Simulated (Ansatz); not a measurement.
Band-edge transport in semiconductors and insulators: GaN (P6_3mc) under several functionals (Ansatz, a quantum-chemistry and plane-wave program, without spin-orbit coupling). The PBE cell:

GaN is modelled in the hexagonal space group P6₃mc (No. 186), the wurtzite structure, Pearson symbol hP4. Conventional cell: a = 3.218 Å, b = 3.218 Å, c = 5.243 Å, α = 90.00°, β = 90.00°, γ = 120.00°. Ga on 2b is coordinated by 4 N at 1.967–1.975 Å (tetrahedral). N on 2b sees 4 Ga at 1.967–1.975 Å (tetrahedral). (Neighbours: up to the widest gap in distance over summed covalent radii, below 1.35, at either atom; cation-cation and far metal-metal contacts left out.)

```csv
Functional,cell relaxed with,volume (Å³/atom),band gap,electron conductivity mass,hole conductivity mass,"Seebeck coefficient, n-type 1e19 cm⁻³"
PBE,PBE,11.76,1.71 eV,0.166 mₑ,1.58 mₑ,-98 μV/K
r2SCAN,PBEsol,11.37,[?],[?],[?],[?]
```

Question: Given the cheaper levels, estimate the r2SCAN row.

Answer: 
- r2SCAN, band gap: 2.35 eV
- r2SCAN, electron conductivity mass: 0.193 mₑ
- r2SCAN, hole conductivity mass: 1.51 mₑ
- r2SCAN, Seebeck coefficient, n-type 1e19 cm⁻³: -111 μV/K

For the band gap, PBE gives 1.71 eV and r2SCAN 2.35 eV: PBE lies 27 % below.

Masses are for dilute carriers at 300 K, harmonic means over directions unless an axis is named. Seebeck coefficients are for the stated density at 300 K, with one relaxation time for all states and whether or not that doping can be reached. Spin-orbit coupling is left out.
